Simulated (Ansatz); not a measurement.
The starting structures come from a database of crystals and need not be the phases stable at ambient conditions.

 Where the default PAW files enter, the runs use the earlier of Ansatz's two default sets.

**Evanescent states of Sr₂HN (R-3m, not sure to be the ambient phase, 4 atoms a cell, 19.2 Å³ an atom) along the normal of (001)**

Computed with PBEsol (plane waves, PAW; Ansatz, a first-principles code).

The gap is the functional's own. No spin-orbit coupling. Mid-gap values are interpolated on the energy grid.

Energies count from the valence-band top; κ is the least over a 12×12 mesh across the current.

| E (eV) | κ (1/Å) | where |
|---|---|---|
| 0.05 | 0.191 | Γ |
| 0.15 | 0.198 | Γ |
| 0.25 | 0.203 | Γ |
| 0.35 | 0.207 | Γ |
| 0.45 | ? | Γ |
| 0.55 | ? | Γ |
| 0.65 | ? | Γ |
| 0.75 | ? | Γ |
| 0.85 | ? | Γ |
| 0.95 | ? | Γ |
| 1.05 | ? | Γ |
| 1.15 | ? | Γ |
| 1.25 | 0.191 | Γ |
| 1.35 | 0.184 | Γ |
| 1.45 | 0.176 | Γ |
| 1.55 | 0.155 | off Γ |
| 1.65 | 0.102 | off Γ |

Task: Some entries are withheld; supply them.

Result: 
- 0.45, κ (1/Å): 0.209
- 0.55, κ (1/Å): 0.211
- 0.65, κ (1/Å): 0.211
- 0.75, κ (1/Å): 0.210
- 0.85, κ (1/Å): 0.208
- 0.95, κ (1/Å): 0.206
- 1.05, κ (1/Å): 0.202
- 1.15, κ (1/Å): 0.197
